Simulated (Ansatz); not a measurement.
Density of states of CaTiO3 (Pm-3m) below the valence band maximum, PBEsol, rigid bands (Ansatz, a first-principles code); cell volume 56.7 Å³.

(energy from edge (eV), 10⁻³ states/eV/cell): (0.006, 281); (0.031, 702); (0.056, 1010); (0.081, 1360); (0.106, 1970); (0.131, 1980); (0.156, 1980); (0.181, 1980); (0.206, 1970); (0.231, 1950); (0.256, 1970); (0.281, 1980); (0.319, 1990); (0.344, 1990); (0.369, 1990); (0.394, 2020); (0.419, 2030); (0.444, 2080); (0.469, 2180); (0.494, 2280); (0.519, 2350); (0.544, 2450); (0.569, 2550); (0.594, 2670)

What effective density of states at 300 K does this give (∫ g(E) exp(−E/k_BT) dE, both spins, divided by the cell's size)?

2.7e20 cm⁻³, a density-of-states mass of 4.9 mₑ, valleys and band degeneracy included.

Spin-orbit coupling is left out; where it splits the top of the valence band, N_v and the p-type Seebeck coefficient come out somewhat high without it. Geometry: cell and atoms relaxed with PBEsol.

CaTiO3 (Pm-3m): a high-temperature phase held by its symmetry.
